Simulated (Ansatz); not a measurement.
The starting structures come from a database of crystals and need not be the phases stable at ambient conditions.

```
AlO4P
1.0
    4.94224     0.00000     0.00000
    0.00000    10.95551     0.00000
    2.47112     0.00000     4.28011
Al P O
3 3 12
Direct
  0.00000   0.66667   0.46561
  0.53439   0.33333   0.00000
  0.46561   0.00000   0.53439
  0.00000   0.16667   0.46571
  0.53429   0.83333   0.00000
  0.46571   0.50000   0.53429
  0.58495   0.88318   0.25905
  0.15600   0.54985   0.58495
  0.25905   0.21651   0.15600
  0.74095   0.11682   0.41505
  0.41505   0.45015   0.84400
  0.84400   0.78349   0.74095
  0.70635   0.60271   0.41632
  0.87733   0.26938   0.70635
  0.41632   0.93604   0.87733
  0.58368   0.39729   0.29365
  0.29365   0.73062   0.12267
  0.12267   0.06396   0.58368
```

Space group of this cell: P3_121. The cell is taken as given; by PBEsol its mean pressure is 3.6 GPa.

Transport runs along the normal of the first two printed cell vectors, the (100) plane of the conventional cell.

The gap is the functional's own. No spin-orbit coupling. Mid-gap values are interpolated on the energy grid.

Problem. Compute, with Ansatz (an electronic-structure program) with PBEsol, the band gap and the smallest decay constant κ at mid-gap.

Solution. Gap 5.81 eV on a 8×4×8 mesh; κ = 0.490 1/Å, at the zone centre.
